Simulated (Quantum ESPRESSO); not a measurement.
Quantum ESPRESSO run on Mo (Im-3m, 1 atom in the cell): self-consistent single point.

Computed with PBE, spin-orbit coupling, PSlibrary fully relativistic ultrasoft (PBE, semicore) pseudopotentials (plane waves; Quantum ESPRESSO 7.5).

```xyz
1
Lattice="-1.5750 1.5750 1.5750 1.5750 -1.5750 1.5750 1.5750 1.5750 -1.5750" Properties=species:S:1:pos:R:3 pbc="T T T"
Mo     0.0000     0.0000     0.0000
```

Reference input (self-consistent single point, DFT, PBE, plane waves, PSlibrary ultrasoft (PBE, semicore) pseudopotentials): ecutwfc = 55 Ry; ecutrho = 330 Ry; occupations = smearing; smearing = gaussian; degauss = 0.0036749 Ry; potentials = {Mo: Mo.pbe-spn-rrkjus_psl.1.0.0.UPF}; K_POINTS = automatic 10 10 10 0 0 0; conv_thr = 1e-10 Ry; mixing_beta = 0.7. This run's input differs from it in these lines:

```diff
@@ -17,2 +17,4 @@
   degauss = 0.0036749,
+  noncolin = .true.,
+  lspinorb = .true.,
 /
@@ -23,3 +25,3 @@
 ATOMIC_SPECIES
-Mo    95.9500  Mo.pbe-spn-rrkjus_psl.1.0.0.UPF
+Mo    95.9500  Mo.rel-pbe-spn-rrkjus_psl.1.0.0.UPF
 ATOMIC_POSITIONS alat
```

The program printed (abridged):

```
     Self-consistent Calculation

     iteration #  1     ecut=    55.00 Ry     beta= 0.70

     Threshold (ethr) on eigenvalues was too large:
     Diagonalizing with lowered threshold

     total energy              =    -139.55246442 Ry
     estimated scf accuracy    <       0.04586996 Ry

     iteration #  2     ecut=    55.00 Ry     beta= 0.70

     total energy              =    -139.56471813 Ry
     estimated scf accuracy    <       0.00657170 Ry

     iteration #  3     ecut=    55.00 Ry     beta= 0.70

     total energy              =    -139.56588769 Ry
     estimated scf accuracy    <       0.00010889 Ry

   [... 3 blocks of this kind left out ...]

     iteration #  7     ecut=    55.00 Ry     beta= 0.70

     total energy              =    -139.56590078 Ry
     estimated scf accuracy    <          5.9E-09 Ry

     iteration #  8     ecut=    55.00 Ry     beta= 0.70
     End of self-consistent calculation

     the Fermi energy is    21.5168 ev

!    total energy              =    -139.56590078 Ry
     estimated scf accuracy    <          7.9E-11 Ry
     smearing contrib. (-TS)   =      -0.00011597 Ry
     internal energy E=F+TS    =    -139.56578481 Ry

     convergence has been achieved in   8 iterations

     Forces acting on atoms (cartesian axes, Ry/au):

     atom    1 type  1   force =     0.00000000    0.00000000    0.00000000

     Total force =     0.000000     Total SCF correction =     0.000000

          total   stress  (Ry/bohr**3)                   (kbar)     P=       14.07
   0.00009563   0.00000000   0.00000000           14.07        0.00        0.00
   0.00000000   0.00009563   0.00000000            0.00       14.07        0.00
   0.00000000   0.00000000   0.00009563            0.00        0.00       14.07

   JOB DONE.
```

The run converged in 8 iterations. Against the reference run the pressure goes from 1.11 to 1.41 GPa.

The starting cell has typed, rounded lattice constants, without a prior relaxation at this level.
